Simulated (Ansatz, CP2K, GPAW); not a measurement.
# InSe (P6_3/mmc, 8 atoms in the cell) computed with different codes at matched settings

Band-structure calculation.

```
InSe
1.0
    3.99242     0.00000     0.00000
   -1.99621     3.45754     0.00000
    0.00000     0.00000    17.21581
In Se
4 4
Cartesian
  0.00000   2.30503   5.68638
  1.99621   1.15251  11.52943
  1.99621   1.15251  14.29429
  0.00000   2.30503   2.92152
  0.00000   2.30503  10.28335
  1.99621   1.15251   6.93246
  1.99621   1.15251   1.67544
  0.00000   2.30503  15.54037
```

Shared settings, as Ansatz (a first-principles code) writes them: kpoints.mp_grid.grid = 5 5 1; scf.occupations.method = fermi_dirac; scf.occupations.width = 0.01 eV. Potentials and cutoffs stand in the table.

```csv
code,model,gap along the path (eV),smallest direct gap (eV),cutoff
Ansatz,"PBE, PAW files",0.63,0.63,default
CP2K,"PBE, GPW, DZVP-MOLOPT-SR-GTH basis, GTH-PBE potentials (GTH_POTENTIALS)",0.60,0.60,grid 500 Ry
GPAW,"PBE, GPAW PAW datasets PBE (gpaw-data 1.0.1)",0.62,0.62,550 eV
```

The spread over the programs that give each value: gap along the path within 0.03 eV; smallest direct gap within 0.03 eV.

CP2K uses small atom-centred bases, whose incompleteness enters pressures, forces and empty levels differently from a plane-wave cutoff.

The starting cell comes from a database of computed structures (which also holds hypothetical and non-ambient phases and stackings), without a prior relaxation at this level. Its lattice was rescaled by a random factor within 2.5 % of one.

Left out of this page: Quantum ESPRESSO (not drawn, or without a comparable value).

Keys are those of Ansatz 0.2.
